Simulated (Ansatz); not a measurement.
This concerns the energy change from cell B to cell A (net 1 O added, other atoms rearranged, in a slab cell with four atoms a plane). Reaction: cell B + 1/2 O2 (gas) → cell A. The sign is products less reactants.

Cell A: a slab of Si (diamond, Fd-3m) cut along (111), 81 atoms, hexagonal cell of 7.74 Å (51.8 Å²), symmetry P1 within 0.02 Å, 21.4 Å thick under 16 Å of vacuum, in-plane vectors held at the crystal's; planes from bottom to top: C4H12 | Si4 × 11 | Si4O | C4H12, its two faces unlike (dipole correction applied); added, foreign or displaced atoms, above the top plane and below the bottom plane and within the planes: CH3 bound through C to 1 Si at 1.89 Å; CH3 bound through C to 1 Si at 1.91 Å; six times CH3 bound through C to 1 Si at 1.92 Å; O bound to 2 Si at 1.65–1.67 Å; spin state with PBE: run without spin, k-point mesh 3×3×1.
```xyz
81
Lattice="7.7357 0.0000 0.0000 -3.8679 6.6993 0.0000 0.0000 0.0000 37.4072" Properties=species:S:1:pos:R:3 pbc="T T T"
Si    -0.0055    -0.0033    10.3027
Si    -0.0059     2.2301    11.0894
Si    -0.0063     2.2298    13.4506
Si     1.9288     1.1143    14.2308
Si     1.9292     1.1157    16.5938
Si    -0.0057    -0.0017    17.3694
Si     3.8621     6.7013    19.7312
Si     0.0006     2.2368    20.5068
Si     0.0019     2.2358    22.8654
Si     1.9113     1.0842    23.6528
Si     2.1617     1.1883    25.9927
Si     3.5621     6.4744    27.0977
Si    -1.9394     3.3466    10.3011
Si    -1.9386     5.5797    11.0884
Si    -1.9382     5.5803    13.4494
Si    -0.0052     4.4628    14.2331
Si    -0.0043     4.4623    16.5973
Si    -1.9415     3.3445    17.3700
Si    -1.9407     3.3419    19.7314
Si    -1.9488     5.5722    20.5120
Si    -1.9540     5.5571    22.8735
Si    -0.0057     4.4698    23.6490
Si    -0.0197     4.5429    26.0013
Si     5.7914     3.4429    26.8292
Si     3.8624    -0.0031    10.2997
Si     3.8620     2.2300    11.0866
Si     3.8619     2.2301    13.4471
Si     5.7945     1.1122    14.2290
Si     5.7938     1.1116    16.5914
Si     3.8603    -0.0034    17.3772
Si    -0.0107     6.6946    19.7421
Si     3.8671     2.2260    20.5312
Si     3.8633     2.2179    22.9022
Si     5.8232     1.1216    23.6718
Si     5.9367     1.2134    26.0291
Si     4.0481     0.0816    26.7772
Si     1.9277     3.3460    10.3002
Si     1.9277     5.5790    11.0872
Si     1.9275     5.5789    13.4476
Si     3.8627     4.4636    14.2270
Si     3.8635     4.4647    16.5887
Si     1.9335     3.3488    17.3760
Si     1.9385     3.3511    19.7403
Si     1.9301     5.5875    20.5169
Si     1.9264     5.5886    22.8799
Si     3.8394     4.4566    23.6747
Si     3.7687     4.4088    26.0345
Si     1.8461     3.3349    26.7873
C      3.2502     6.3461    28.9617
H      7.0797     0.6545    29.3979
H      2.3401     5.8200    29.2507
H      4.1058     5.8190    29.4050
C     -1.8825     3.4785    28.7377
H     -1.8388     4.5163    29.0896
H      4.9713     3.0034    29.1825
H      6.7457     2.9606    29.1077
C      3.8368     0.0992    28.6841
H      4.4187     0.9015    29.1509
H      2.7766     0.2491    28.9128
H      0.2792     5.8511    29.1377
C      1.8054     3.1456    28.6931
H      2.8179     3.0500    29.1038
H      1.3155     3.9902    29.1898
H      1.2538     2.2312    28.9467
C     -0.0055    -0.0034     8.3850
H     -0.6523     0.7905     7.9919
H      3.4980     5.7388     7.9922
H     -2.8625     6.8589     7.9916
C     -1.9393     3.3467     8.3835
H     -2.5860     4.1407     7.9904
H      5.4319     2.3897     7.9905
H     -0.9285     3.5096     7.9900
C      3.8616    -0.0034     8.3821
H      3.2152     0.7910     7.9891
H     -0.3714     5.7392     7.9892
H      1.0045     6.8583     7.9884
C      1.9268     3.3456     8.3826
H      1.2806     4.1400     7.9895
H      1.5617     2.3888     7.9896
H      2.9377     3.5078     7.9891
O      1.2548     0.2948    27.0705
```

Cell B: a slab of Si (diamond, Fd-3m) cut along (111), 80 atoms, hexagonal cell of 7.74 Å (51.8 Å²), symmetry P-3 within 0.02 Å, 21.1 Å thick under 16 Å of vacuum, in-plane vectors held at the crystal's; planes from bottom to top: C4H12 | Si4 × 12 | C4H12; added, foreign or displaced atoms, above the top plane and below the bottom plane: eight times CH3 bound through C to 1 Si at 1.92 Å; spin state with PBE: run without spin, k-point mesh 3×3×1.
```xyz
80
Lattice="7.7357 0.0000 0.0000 -3.8679 6.6993 0.0000 0.0000 0.0000 37.1108" Properties=species:S:1:pos:R:3 pbc="T T T"
Si     0.0000     0.0000    10.3018
Si     0.0000     2.2331    11.0886
Si     0.0000     2.2331    13.4494
Si     1.9339     1.1166    14.2306
Si     1.9339     1.1166    16.5935
Si     0.0000     0.0000    17.3738
Si     3.8679     6.6993    19.7369
Si     0.0000     2.2331    20.5173
Si     0.0000     2.2331    22.8802
Si     1.9339     1.1166    23.6614
Si     1.9339     1.1166    26.0222
Si     0.0000     0.0000    26.8090
Si    -1.9339     3.3497    10.3018
Si    -1.9339     5.5828    11.0886
Si    -1.9339     5.5828    13.4494
Si     0.0000     4.4662    14.2306
Si     0.0000     4.4662    16.5935
Si    -1.9339     3.3497    17.3738
Si     5.8018     3.3497    19.7369
Si    -1.9339     5.5828    20.5173
Si    -1.9339     5.5828    22.8802
Si     0.0000     4.4662    23.6614
Si     0.0000     4.4662    26.0222
Si     5.8018     3.3497    26.8090
Si     3.8679     0.0000    10.3018
Si     3.8679     2.2331    11.0886
Si     3.8679     2.2331    13.4494
Si     5.8018     1.1166    14.2306
Si     5.8018     1.1166    16.5935
Si     3.8679     0.0000    17.3738
Si     0.0000     6.6993    19.7369
Si     3.8679     2.2331    20.5173
Si     3.8679     2.2331    22.8802
Si     5.8018     1.1166    23.6614
Si     5.8018     1.1166    26.0222
Si     3.8679     0.0000    26.8090
Si     1.9339     3.3497    10.3018
Si     1.9339     5.5828    11.0886
Si     1.9339     5.5828    13.4494
Si     3.8679     4.4662    14.2306
Si     3.8679     4.4662    16.5935
Si     1.9339     3.3497    17.3738
Si     1.9339     3.3497    19.7369
Si     1.9339     5.5828    20.5173
Si     1.9339     5.5828    22.8802
Si     3.8679     4.4662    23.6614
Si     3.8679     4.4662    26.0222
Si     1.9339     3.3497    26.8090
C      3.8679     6.6993    28.7273
H      0.3677     0.9556    29.1208
H      6.7243    -0.1594    29.1208
H      4.5116     5.9031    29.1208
C     -1.9339     3.3497    28.7273
H     -1.5663     4.3053    29.1208
H      4.7904     3.1903    29.1208
H      6.4456     2.5534    29.1208
C      0.0000     6.6993    28.7273
H      4.2355     0.9556    29.1208
H      2.8564    -0.1594    29.1208
H      0.6438     5.9031    29.1208
C      1.9339     3.3497    28.7273
H      2.3016     4.3053    29.1208
H      0.9225     3.1903    29.1208
H      2.5777     2.5534    29.1208
C      0.0000     0.0000     8.3834
H     -0.6438     0.7962     7.9899
H      3.5002     5.7437     7.9899
H     -2.8564     6.8587     7.9899
C     -1.9339     3.3497     8.3834
H     -2.5777     4.1459     7.9899
H      5.4341     2.3940     7.9899
H     -0.9225     3.5091     7.9899
C      3.8679     0.0000     8.3834
H      3.2241     0.7962     7.9899
H     -0.3677     5.7437     7.9899
H      1.0114     6.8587     7.9899
C      1.9339     3.3497     8.3834
H      1.2902     4.1459     7.9899
H      1.5663     2.3940     7.9899
H      2.9454     3.5091     7.9899
```

Reference: an isolated O2 molecule (triplet) in a box of 11 × 11 × 13 Å.

Plane-wave PAW calculations with Ansatz (a program for electronic structure), its default PAW set, cutoff 420 eV, 500 eV for r2SCAN. The structures are at rest with PBE, within the held lattices; other levels are single points on them. Neutral cells; Fermi-Dirac smearing of at most 0.05 eV in the solids, energies taken to zero width. The lattices are those relaxed with PBE, so at other levels the solids can be strained, which adds to the spread. Larger cells are relaxed from a start prepared with the learned potential CHGNet, on a coarser mesh till forces fall under 0.03 eV/Å, which some starts already meet. A dispersion term (D3(BJ), or D4 for r2SCAN) was computed beside these levels and is taken off wherever the name lacks it. The PAW files were made for PBE and serve at the other functionals too. Space groups of crystals are read within 0.01 Å. No zero-point or thermal terms. No structure search was made; lower ones may exist. Values are for these cell sizes. Cell B has symmetry P-3 within 0.02 Å and got no random move, so less symmetric positions, which may lie lower, weren't tried.

Q: Predict the value from r2SCAN.

A: -3.06 eV, for cell B + 1/2 O2 (gas) → cell A.

Q: List the value at the remaining levels and say how far they part.

A: 
| Functional | value (eV) | less r2SCAN |
|---|---|---|
| PBE | -2.76 | 0.30 |
| HSE06 | -2.90 | 0.16 |

The levels shown span 0.30 eV, from r2SCAN (-3.06) to PBE (-2.76).
